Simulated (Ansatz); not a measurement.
Base system: Ru in the hcp (Mg type) structure (space group P6_3/mmc, No. 194; a = 2.6756 Å, c = 4.2237 Å; relaxed with 0.1 eV smearing). Axes: x lies along a and z along c of the hexagonal cell.

Level of theory: LDA (Ansatz, a quantum-chemistry and plane-wave program, PAW, no SOC).

Base values:

Band gap: zero

It is then changed as follows: biaxial strain +2.00 %, plane normal [001], relaxed out of plane (Cartesian); in-plane vectors clamped, the third vector and the atoms free.

Task: Estimate the effect on the in-plane stress, out-of-plane strain and band gap.

Result: The mean in-plane stress (compression positive) is -13.4 GPa; the out-of-plane strain amounts to -1.10 %; the band gap is still zero.

No phonon test of stability was made. All final runs are without spin polarisation.
